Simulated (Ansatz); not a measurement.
Electronic density of states of amorphous Si₂₄O₅₃Nb₂, density 2.40 g/cm³, on a 2×2×2 Γ-centred mesh with a Gaussian width of 0.1 eV; energies count from the Fermi level, whose place inside the gap is arbitrary. Cell and mesh are small, so fine structure isn't converged. Computed with PBE, scalar-relativistic without spin-orbit coupling (plane waves to 420 eV, PAW; Ansatz, a quantum-chemistry and plane-wave program). Sampling: a 2×2×2 Γ-centred mesh; Fermi-Dirac width 0.02 eV; no spin polarisation. At PBE the levels at both edges of the gap are localised (band-tail or defect states), and the nearest spread-out levels lie 5.7 eV apart at the zone centre.

The cell was made by melting and quenching with the CHGNet potential and then relaxed with DFT. O atoms were pushed apart under 1.9 Å during the dynamics, to hinder bonds among them. The hot cell started wider than the set density and was brought back towards it in steps. It is the lowest in DFT energy of 2 quenches. It is a model cell: composition and starting density were chosen by hand, and all elements were melted together. No dispersion term was used. Its density started from a set value of 2.40 and ended at 2.40 g/cm³. The quench (nominally 320 K/ps over its main leg) was far faster than any real one, so the model tends to hold more defects than a real film. A cell of this size samples the disorder only roughly. The volume was held where the preparation left it and the shape relaxed, at a PBE pressure of 0.9 GPa. Stress components on the final sampling reach 0.9 GPa.

(E - EF (eV), states/(eV atom)): (-12.00, 0.00); (-11.90, 0.00); (-11.80, 0.00); (-11.70, 0.00); (-11.60, 0.00); (-11.50, 0.00); (-11.40, 0.00); (-11.30, 0.00); (-11.20, 0.01); (-11.10, 0.05); (-11.00, 0.14); (-10.90, 0.15); (-10.80, 0.13); (-10.70, 0.17); (-10.60, 0.17); (-10.50, 0.14); (-10.40, 0.16); (-10.30, 0.17); (-10.20, 0.16); (-10.10, 0.20); (-10.00, 0.21); (-9.90, 0.17); (-9.80, 0.15); (-9.70, 0.12); (-9.60, 0.15); (-9.50, 0.20); (-9.40, 0.16); (-9.30, 0.15); (-9.20, 0.19); (-9.10, 0.21); (-9.00, 0.19); (-8.90, 0.19); (-8.80, 0.21); (-8.70, 0.18); (-8.60, 0.17); (-8.50, 0.19); (-8.40, 0.21); (-8.30, 0.20); (-8.20, 0.18); (-8.10, 0.17); (-8.00, 0.21); (-7.90, 0.23); (-7.80, 0.24); (-7.70, 0.30); (-7.60, 0.43); (-7.50, 0.60); (-7.40, 0.67); (-7.30, 0.61); (-7.20, 0.58); (-7.10, 0.66); (-7.00, 0.72); (-6.90, 0.64); (-6.80, 0.46); (-6.70, 0.24); (-6.60, 0.13); (-6.50, 0.13); (-6.40, 0.05); (-6.30, 0.06); (-6.20, 0.25); (-6.10, 0.42); (-6.00, 0.36); (-5.90, 0.19); (-5.80, 0.22); (-5.70, 0.41); (-5.60, 0.34); (-5.50, 0.26); (-5.40, 0.34); (-5.30, 0.43); (-5.20, 0.56); (-5.10, 0.63); (-5.00, 0.63); (-4.90, 0.66); (-4.80, 0.72); (-4.70, 0.77); (-4.60, 0.80); (-4.50, 0.71); (-4.40, 0.72); (-4.30, 0.77); (-4.20, 0.76); (-4.10, 0.81); (-4.00, 0.88); (-3.90, 0.86); (-3.80, 0.85); (-3.70, 0.88); (-3.60, 0.90); (-3.50, 0.90); (-3.40, 0.90); (-3.30, 0.85); (-3.20, 0.79); (-3.10, 0.77); (-3.00, 0.81); (-2.90, 0.83); (-2.80, 0.87); (-2.70, 0.93); (-2.60, 0.94); (-2.50, 0.88); (-2.40, 0.75); (-2.30, 0.62); (-2.20, 0.42); (-2.10, 0.18); (-2.00, 0.16); (-1.90, 0.18); (-1.80, 0.11); (-1.70, 0.02); (-1.60, 0.00); (-1.50, 0.00); (-1.40, 0.00); (-1.30, 0.00); (-1.20, 0.00); (-1.10, 0.00); (-1.00, 0.00); (-0.90, 0.00); (-0.80, 0.00); (-0.70, 0.00); (-0.60, 0.00); (-0.50, 0.00); (-0.40, 0.00); (-0.30, 0.00); (-0.20, 0.00); (-0.10, 0.00); (0.00, 0.00); (0.10, 0.00); (0.20, 0.00); (0.30, 0.00); (0.40, 0.00); (0.50, 0.00); (0.60, 0.00); (0.70, 0.00); (0.80, 0.00); (0.90, 0.00); (1.00, 0.00); (1.10, 0.00); (1.20, 0.00); (1.30, 0.00); (1.40, 0.00); (1.50, 0.00); (1.60, 0.00); (1.70, 0.02); (1.80, 0.11); (1.90, 0.12); (2.00, 0.11); (2.10, 0.12); (2.20, 0.07); (2.30, 0.14); (2.40, 0.17); (2.50, 0.23); (2.60, 0.16); (2.70, 0.12); (2.80, 0.12); (2.90, 0.03); (3.00, 0.00); (3.10, 0.05); (3.20, 0.13); (3.30, 0.08); (3.40, 0.09); (3.50, 0.13); (3.60, 0.04); (3.70, 0.00); (3.80, 0.02); (3.90, 0.07); (4.00, 0.07); (4.10, 0.03); (4.20, 0.04); (4.30, 0.10); (4.40, 0.12); (4.50, 0.10); (4.60, 0.07); (4.70, 0.06); (4.80, 0.13); (4.90, 0.14); (5.00, 0.11); (5.10, 0.13); (5.20, 0.14); (5.30, 0.15); (5.40, 0.15); (5.50, 0.18); (5.60, 0.20); (5.70, 0.20); (5.80, 0.18); (5.90, 0.22); (6.00, 0.23); (6.10, 0.26); (6.20, 0.29); (6.30, 0.29); (6.40, 0.27); (6.50, 0.26); (6.60, 0.36); (6.70, 0.44); (6.80, 0.46)

The gap between localised states on this mesh is 3.69 eV; the broadening fills part of it in the curve.
